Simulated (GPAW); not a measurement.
Band structure of Mg6NbCu (Amm2, 8 atoms in the cell).

```xyz
8
Lattice="4.8366 0.0000 0.0000 0.0000 3.0263 5.4043 0.0000 -3.0263 5.4043" Properties=species:S:1:pos:R:3 pbc="T T T"
Mg     0.0000     1.4602     6.3286
Mg     0.0000    -1.4602     6.3286
Mg     0.0000     0.0000     3.5735
Mg     2.4183     1.5580     4.5246
Mg     2.4183    -1.5580     4.5246
Mg     2.4183     0.0000     1.8036
Nb     2.4183     0.0000     7.3277
Cu     0.0000     0.0000     8.8230
```

Method: LDA (Perdew-Wang 92), GPAW PAW datasets LDA (gpaw-data 1.0.1) (plane waves; GPAW 25.7.0).

Settings: mode = pw; ecut = 800 eV; xc = LDA; kpts = 3 3 3; mesh shift (steps) = 0 0 0; occupations.name = fermi-dirac; occupations.width = 0.05 eV; nbands = -16; convergence.density = 1e-05 e/electron; symmetry.symmorphic = false; symmetry.tolerance = 0.0005; maxiter = 100; bandpath_npoints = 40.

The starting cell comes from a database of computed structures (which also holds hypothetical and non-ambient phases and stackings), without a prior relaxation at this level. Spin polarisation is off.

Levels in eV from the Fermi level, bands 39 to 46:
| point | 39 | 40 | 41 | 42 | 43 | 44 | 45 | 46 |
|---|---|---|---|---|---|---|---|---|
| Γ | -1.62 | -1.41 | -1.13 | -0.34 | -0.34 | -0.17 | 1.03 | 1.27 |
| X | -0.96 | -0.95 | -0.73 | 0.53 | 0.97 | 0.98 | 1.33 | 1.36 |
| S | -1.02 | -0.69 | -0.47 | 0.36 | 0.53 | 0.58 | 1.72 | 1.86 |
| R | -1.75 | -1.72 | -1.37 | -0.46 | 0.41 | 0.45 | 0.89 | 1.26 |
| A | -2.65 | -0.65 | -0.28 | -0.13 | 0.03 | 0.41 | 0.73 | 2.29 |
| Z | -1.24 | -1.19 | -1.07 | -0.58 | -0.35 | -0.16 | 0.10 | 0.18 |
| Y | -1.10 | -0.80 | -0.21 | 0.16 | 0.42 | 0.53 | 1.31 | 2.00 |
| X1 | -0.96 | -0.95 | -0.73 | 0.53 | 0.97 | 0.98 | 1.33 | 1.36 |
| A1 | -2.65 | -0.65 | -0.28 | -0.13 | 0.03 | 0.41 | 0.73 | 2.29 |
| T | -1.85 | -1.57 | -1.07 | -0.19 | 0.41 | 0.52 | 1.18 | 1.23 |

Bands cross the Fermi level along this path, so the cell is metallic at this level.
